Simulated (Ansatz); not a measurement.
# SnO2: stress against strain

SnO2 (rutile, P4_2/mnm, 12.176 Å³/atom at rest, c along z) under a strain ε along a (axis x), the other axes held. PBEsol in Ansatz, a plane-wave DFT program (PAW, default set), 420 eV, 7×7×10 Γ-centred mesh, Fermi-Dirac smearing 0.05 eV; ions are relaxed within the symmetry of each cell. Stress is positive for a compressed cell.

Here s stands for strain and y for stress xx.

| strain (%) | stress xx (GPa) |
|---|---|
| -3.00 | ? |
| -1.20 | 2.82 |
| -0.60 | 1.40 |
| 0.00 | 0.00 |
| 0.60 | -1.36 |
| 1.20 | -2.69 |

Taking a straight line for y over the 5 complete rows: Means: s 0, y 0.034. About the means, the sum of products is -8.2680 and the sum of squares of s is 3.6000; the slope is their ratio. Least squares gives y = 0.034 - 2.2967·s. Residuals (row less fit): 0.030, -0.012, -0.034, -0.016, 0.032; standard error 0.034 (degrees of freedom: 3). The slope gives the elastic constant C11 = 230 ± 1.8 GPa.

Problem. What does the fit predict for y at s = -3.00, and how far is the calculated value from it?

Solution. y = 0.034 - 2.2967 × (-3.0) = 6.924 GPa. The calculation gives 7.15 GPa, 0.226 GPa above the prediction (2.3 % of the range of y in the table). The row lies outside the fitted rows, so this is an extrapolation. From the scatter of the fitted rows alone, a prediction at this place has a standard error of 0.066 GPa, so the miss is 3.4 times that.

One order more, fitted to all 11 runs of the series, follows each within 0.04, so the miss is the next term of a smooth law. Rows are the converged runs of the series near zero and its far end; series whose fitted rows scatter by over a few per cent of the range, as at a crossing or softening among them, aren't shown in this form. Most that stay on the fit to the last digits aren't either.
